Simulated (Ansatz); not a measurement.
## O on the (0001) surface of 4H silicon carbide (H on every top atom; a constructed slab, bottom: 1 H on 1 bottom sites), one in a cell of 33 Å², started at the site 'bridge H-H (span 3.1 Å)'

Host crystal: 4H silicon carbide, with a band gap (PBE, scalar-relativistic without spin-orbit coupling).

These are r2SCAN, at the PBE geometry and the start's symmetry (plane waves to 500 eV, PAW; Ansatz, a first-principles code) values and carry that method's errors.

Model: 41-atom slab, 10.8 Å thick at the start with caps and adatoms under the adsorbate (thin: gaps and levels are the slab's own), 4x4x1 mesh, Fermi-Dirac 0.01 eV, dipole correction, single point; on the structure that PBE left under its start's symmetry; spin-polarised, ending with about 2.0 μB a cell; orders that need a larger cell were not tried, no spin-orbit, no U, no dispersion correction. The program's check for a lower electronic state was not made. At the end no host atom lies within bonding distance. In PBE it is, or lies within 0.03 eV of, the lowest of the starts that converged; the order may differ at this level.

The energy of the end state, in which the adsorbate took 2 H from the surface and left as H2O, against ½ O2(g) at the same level comes out as 0.59 eV and the change of the step from the bottom to the top vacuum level, against the clean slab is 0.39 eV. The height of the binding atom over the mean of the host atoms within 0.3 Å of the top one is 1.734 Å, the magnetic moment of the cell is 2.00 μB and the cost is roughly 9 core-minutes.

A negative adsorption energy means that the adsorbate is more stable on the surface than in its reference.
